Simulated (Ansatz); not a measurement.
C: response to strain

The reference is C in the diamond structure (space group Fd-3m, No. 227; a = 3.560 Å). Axes: x, y, z lie along the cube axes.

Strains are applied to the cell and any free atomic positions relax.

All numbers come from r2SCAN (Ansatz, a program for electronic structure, PAW, no SOC).

Notes on the quantities. energy relative to the base: free energy F; pressure: mean of the normal stresses, compression positive.

| case | energy relative to the base | pressure | band gap | smallest direct gap |
|---|---|---|---|---|
| base | 0 meV/atom | 0.01 GPa | 4.36 eV | 5.90 eV |
| uniaxial strain ε_zz = −3.00 % | … | 14.55 GPa | 3.60 eV | 5.40 eV |
| uniaxial strain ε_zz = −2.50 % | +13 meV/atom | 11.98 GPa | … | 5.48 eV |
| uniaxial strain ε_zz = −2.00 % | … | 9.47 GPa | 3.86 eV | 5.56 eV |
| uniaxial strain ε_zz = −1.50 % | +4.5 meV/atom | 7.02 GPa | 3.99 eV | 5.65 eV |
| uniaxial strain ε_zz = −1.00 % | +2.0 meV/atom | 4.62 GPa | … | 5.73 eV |
| uniaxial strain ε_zz = −0.50 % | +0.5 meV/atom | 2.29 GPa | 4.24 eV | 5.81 eV |

Question: What belongs in the blanks?

Answer: 
- uniaxial strain ε_zz = −3.00 %, energy relative to the base: +18 meV/atom
- uniaxial strain ε_zz = −2.50 %, band gap: 3.73 eV
- uniaxial strain ε_zz = −2.00 %, energy relative to the base: +8.0 meV/atom
- uniaxial strain ε_zz = −1.00 %, band gap: 4.11 eV

Whether these cells are dynamically stable was not tested.
